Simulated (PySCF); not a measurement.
PySCF 2.14.0, B3LYP/def2-svp, df: cluster of 6 water molecules, 18 atoms. The geometry is a generated start, not checked to be a minimum at this level.

```json
{
 "task": "energy",
 "method": "b3lyp",
 "basis": "def2-svp",
 "two_electron_scheme": "density fitting",
 "mol.max_memory": "3000 MB",
 "mf.init_guess": "minao (default)",
 "mf.DIIS": "CDIIS (default)",
 "mf.diis_space": "8 (default)",
 "mf.conv_tol": "1e-09 (default)",
 "mf.grids.level": "3 (default)",
 "basis_functions": "144",
 "grid_points": "202192"
}
```

Hardware: Arm Neoverse V2, 96 cores on 1 socket, no SMT, 1 L3 cache group.

Each set of copies ran two to five times on the otherwise empty node; times are medians from launch to the last exit. Processes are pinned to neighbouring cores unless said otherwise. The build: PyPI wheel: OpenMP (GNU), a bundled serial OpenBLAS 0.3.3 under its C layer, NumPy's threaded OpenBLAS held to generic ARMv8 kernels, libcint, Libxc; another build can shift the numbers. Scratch files lie in a memory file system.

Ways to fill 88 cores (the node offers 329 GiB):
- 2 copies of 44 threads, 1 BLAS thread
- 22 copies of 4 threads, 1 BLAS thread
- 44 copies of 2 threads, 1 BLAS thread
- 4 copies of 22 threads, 1 BLAS thread
- 11 copies of 8 threads, 1 BLAS thread
- 88 copies of 1 thread
- 88 threads, 1 BLAS thread

Which packing maximises jobs per hour, and what does it cost in the time of one job?

88 copies of 1 thread: 10000 jobs an hour. At the low end 88 threads, 1 BLAS thread gives 1500.

| way | time till all copies end | jobs an hour | memory in all, scratch files included |
|---|---|---|---|
| 88 copies of 1 thread | 31 s | 10000 | 46 GiB |
| 44 copies of 2 threads, 1 BLAS thread | 17 s | 9100 | 23 GiB |
| 22 copies of 4 threads, 1 BLAS thread | 9.6 s | 8300 | 12 GiB |
| 11 copies of 8 threads, 1 BLAS thread | 5.7 s | 7000 | 5.8 GiB |
| 4 copies of 22 threads, 1 BLAS thread | 3.0 s | 4800 | 2.2 GiB |
| 2 copies of 44 threads, 1 BLAS thread | 2.3 s | 3100 | 1.1 GiB |
| 88 threads, 1 BLAS thread | 2.5 s | 1500 | 0.62 GiB |
